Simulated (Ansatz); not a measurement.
Consider HfSi2 (space group Cmcm, No. 63; a = 3.650 Å, b = 14.350 Å, c = 3.635 Å).

Level of theory: PBEsol, PAW, 420 eV (Ansatz, a first-principles code; no SOC).

For the base:

Pressure: 0.0 GPa
Band gap: zero

Now apply this change: every lattice vector is shortened by 1.21 %; the atoms relax in the strained cell.

Q: What happens to the pressure?

A: The pressure (mean of the normal stresses, compression positive) goes from zero to 5.6 GPa.

Q: Predict the new energy relative to the base.

A: The energy goes up by 9.6 meV/atom.

Q: Estimate the effect on the band gap.

A: The band gap is still zero.

Whether these cells are dynamically stable was not tested. All final runs are without spin polarisation.
